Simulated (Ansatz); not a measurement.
Candidates (primitive cells; geometry: cell and atoms relaxed with PBEsol):
A. BaS2 (C2/c), a = b = 5.1165 Å, c = 8.9716 Å, α = β = 114.47°, γ = 54.67°
B. BaS (Fm-3m), a = 4.477 Å, b = 4.477 Å, c = 4.477 Å, α = 60.00°, β = 60.00°, γ = 60.00°
C. AlAs (F-43m), a = 4.013 Å, b = 4.013 Å, c = 4.013 Å, α = 60.00°, β = 60.00°, γ = 60.00°
D. GaAs (F-43m), a = 4.0016 Å, b = 4.0016 Å, c = 4.0016 Å, α = 60.00°, β = 60.00°, γ = 60.00°

Task: Order them by hole conductivity mass (highest first) at the level PBEsol with spin-orbit coupling, rigid bands run with Ansatz (an electronic-structure program).

Result: A (1.85 mₑ), B (0.91 mₑ), C (0.59 mₑ), D (0.41 mₑ)

Masses are for dilute carriers at 300 K, harmonic means over directions unless an axis is named.

Formula and space group known from diffraction (Crystallography Open Database), not checked to be the room-temperature form: BaS (Fm-3m), BaS2 (C2/c).
